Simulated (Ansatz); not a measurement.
Worked example: self-consistent single point of AgPt₂ (Fd-3m, 6 atoms in the cell) in Ansatz (a quantum-chemistry and plane-wave program).

Level of theory: LDA (PW92), default PAW files made with PBE (plane waves; Ansatz).

```
AgPt2
1.0
    0.00000     3.68467     3.68467
    3.68467     0.00000     3.68467
    3.68467     3.68467     0.00000
Pt Ag
4 2
Direct
  0.12500   0.12500   0.12500
  0.62500   0.12500   0.12500
  0.12500   0.62500   0.12500
  0.12500   0.12500   0.62500
  0.75000   0.75000   0.75000
  0.50000   0.50000   0.50000
```

Reference input (self-consistent single point, DFT, LDA (PW92), plane waves, default PAW files made with PBE): kpoints.mp_grid.grid = 5 5 5; hamiltonian.xc = lda; hamiltonian.pseudopotentials = {kind: paw} (the program's default PAW files); scf.occupations.method = cold; scf.occupations.width = 0.272 eV. This run's input differs from it in these lines:

Ansatz 0.2 input:
```diff
@@ -19,3 +19,3 @@
 scf:
-  occupations: { method: cold, width: 0.272 eV }
+  occupations: { method: cold, width: 0.3 eV }
 output:
```

Output, abridged:

```
SCF iter   1: F=—  HF=-63895.450029 eV  |F-HF|=—  |Δ(HF+E_count)|=         —  Δρ=1.00e-2  dr2=7.38e-2  ethr=1.77e-3  ⟨swp⟩=5.1  Hψ=2114  notcnv=0
all-band conjugate gradients solve this SCF's bands
preconditioner: auto → Kerker (q_TF=auto, 2.772 Å⁻¹)
SCF iter   2: F=—  HF=-63895.434478 eV  |F-HF|=—  |Δ(HF+E_count)|=   1.56e-2  S|Δr|=    0.00e0  Δρ=4.51e-3  dr2=1.48e-2  ethr=6.71e-5  ⟨swp⟩=2.1  Hψ=911  notcnv=0
   [... lines left out ...]
SCF iter   5: F=—  HF=-63895.429795 eV  |F-HF|=—  |Δ(HF+E_count)|=   4.83e-5  S|Δr|=    0.00e0  Δρ=6.74e-5  dr2=1.13e-5  ethr=1.55e-7  ⟨swp⟩=1.9  Hψ=768  notcnv=0
SCF iter   6: F=—  HF=-63895.429796 eV  |F-HF|=—  |Δ(HF+E_count)|=   1.32e-6  S|Δr|=    0.00e0  Δρ=1.65e-5  dr2=3.36e-7  ethr=1.02e-8  ⟨swp⟩=2.1  Hψ=910  notcnv=0
SCF iter   7: F=-63895.429796 eV  HF=-63895.429796 eV  |F-HF|=1.09e-8  |Δ(HF+E_count)|=   8.17e-8  S|Δr|=    0.00e0  Δρ=4.18e-6  dr2=1.83e-8  ethr=9.09e-11  ⟨swp⟩=8.3  Hψ=2411  notcnv=0
SCF 1 converged in 7 iterations: F = -63895.429796 eV  dr2 = 1.83e-8
Stability not checked (fill_not_monotonic)
Free energy (F): -63895.429796 eV
Internal energy: -63895.361594 eV  (E = F + TS)
E sigma→0 (E₀):  -63895.407062 eV
Entropy (-TS):   -0.068202 eV (-11.367 meV/atom)
Fermi energy:    19.230621 eV
--- Forces (eV/Å), atoms counted from 1 ---
  atom   1  Pt     0.00000000    -0.00000000     0.00000000
   [... zero for the other atoms too ...]
--- Stress (GPa, compression-positive) ---
       -4.192762      -0.000000      -0.000000
       -0.000000      -4.192762       0.000000
       -0.000000      -0.000000      -4.192762
  P = ⅓ Tr σ = -4.1928 GPa (-41.928 kbar)
  The stress holds the Pulay correction. Without it, at fixed plane waves, as pw.x and ABINIT print it: P = -4.2307 GPa
```

The run converged in 7 iterations. Against the reference run the free energy drops by 1.0 meV/atom and the pressure hardly changes (-4.21 to -4.19 GPa).

The starting cell was generated: these elements placed on a structure prototype, without a prior relaxation; it need not be a known phase or ordering of this composition. Its lattice was rescaled by a random factor within 2.5 % of one. Spin polarisation is off. With a pressure of about -4 GPa the cell is away from its equilibrium volume at this level. Ansatz's pressure includes its estimate of the finite-basis (Pulay) stress.
